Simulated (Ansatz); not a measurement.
**SnS2 in the 2H-MoS2 type structure (space group P6_3/mmc, No. 194; a hypothetical phase, not in the database extracts checked; layered, stacked along the Cartesian z axis)**

```
SnS2
1.0
    3.56127     0.00000     0.00000
   -1.78063     3.08415     0.00000
    0.00000     0.00000    11.14859
Sn S
2 4
Direct
  0.33333   0.66667   0.25000
  0.66667   0.33333   0.75000
  0.33333   0.66667   0.60583
  0.66667   0.33333   0.10583
  0.66667   0.33333   0.39417
  0.33333   0.66667   0.89417
```

Computed with plane-wave PAW DFT at the PBEsol-D3(BJ) level (Ansatz, a first-principles code, 420 eV), spin-orbit coupling left out. k-mesh 15×15×5 (Γ-centred); smearing 0.05 eV (Fermi–Dirac).

```yaml
volume_per_atom: 20.41 Å³
density: 4.96 g/cm³
band_gap: zero
total_energy: -2573.640 eV/atom (σ→0; compares only within this code and set-up)
```

Whether these cells are dynamically stable was not tested. The final runs are not spin-polarised.
